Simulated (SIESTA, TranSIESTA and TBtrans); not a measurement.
Run with TranSIESTA and TBtrans (open boundaries, self-consistent; PseudoDojo norm-conserving potentials, scalar-relativistic): Spin polarized, PAO.BasisSize DZP, PAO.EnergyShift 0.15 eV, XC.Authors PBE, Mesh.Cutoff 200 Ry, ElectronicTemperature 300 K, TS.Voltage 0.0 eV, TBT.Elecs.Eta 0.001 eV.

System: Ta chain with one Si atom in place of Ta. Leads: straight Ta chain, spacing 2.35 Å. Geometry: 3 atoms about the centre moved by SIESTA (PBE, DZP) to a largest force of 0.03 eV/Å, all others as built, motion along the axis alone. Transport runs along z; the first 6 and the last 6 of the 21 atoms are the lead cells, repeated to infinity.

```xyz
21
Lattice="9.000 0.000 0.000 0.000 9.000 0.000 0.000 0.000 49.250" Properties=species:S:1:pos:R:3 pbc="F F T"
Ta     4.500     4.500     0.000
Ta     4.500     4.500     2.350
Ta     4.500     4.500     4.700
Ta     4.500     4.500     7.050
Ta     4.500     4.500     9.400
Ta     4.500     4.500    11.750
Ta     4.500     4.500    14.100
Ta     4.500     4.500    16.450
Ta     4.500     4.500    18.800
Ta     4.500     4.500    21.074
Si     4.500     4.500    23.450
Ta     4.500     4.500    25.827
Ta     4.500     4.500    28.100
Ta     4.500     4.500    30.450
Ta     4.500     4.500    32.800
Ta     4.500     4.500    35.150
Ta     4.500     4.500    37.500
Ta     4.500     4.500    39.850
Ta     4.500     4.500    42.200
Ta     4.500     4.500    44.550
Ta     4.500     4.500    46.900
```
Starting moments (μB): atom 7 +1, atom 8 +1, atom 9 +1, atom 10 +1, atom 12 +1, atom 13 +1, atom 14 +1, atom 15 +1; lead atoms +1 (left) and +1 (right).

Q: Give the largest eigenchannel transmissions at the Fermi level (four at most) and the total.

A: Up: 0.99, 0.99, 0.75, 0.0045 (total 2.75); down: 1.00, 1.00, 0.72 (total 2.72). The magnetic order of the leads was set by the start, and no other order was tried; the separate lead runs end at 1.06 (left) and 1.06 (right) μB an atom. The straight chain is held at its spacing; free chains may zigzag or dimerise. Spin-orbit coupling, left out here, matters for the heavy atoms.
